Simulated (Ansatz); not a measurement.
```
Zr
1.0
    3.29298     0.00000     0.00000
   -1.64649     2.85181     0.00000
    0.00000     0.00000     5.23537
Zr
2
Direct
  0.66667   0.33333   0.75000
  0.33333   0.66667   0.25000
```

No spin polarisation.

Method: r2SCAN (Ansatz, a program for electronic structure, PAW, no spin-orbit coupling). Settings: 20×20×11 k-points, 0.1 eV Fermi–Dirac smearing.

### Question
Estimate the pressure (mean of the normal stresses, compression positive).

### Answer
-3.9 GPa.

### Question
Predict the band gap.

### Answer
Zero.

The cells carry an imposed strain or load. Stability against distortions was not tested. The final runs are not spin-polarised. The cell was made from Zr in the hcp (Mg type) structure (space group P6_3/mmc, No. 194) by this change: isotropic strain +1.50 %.
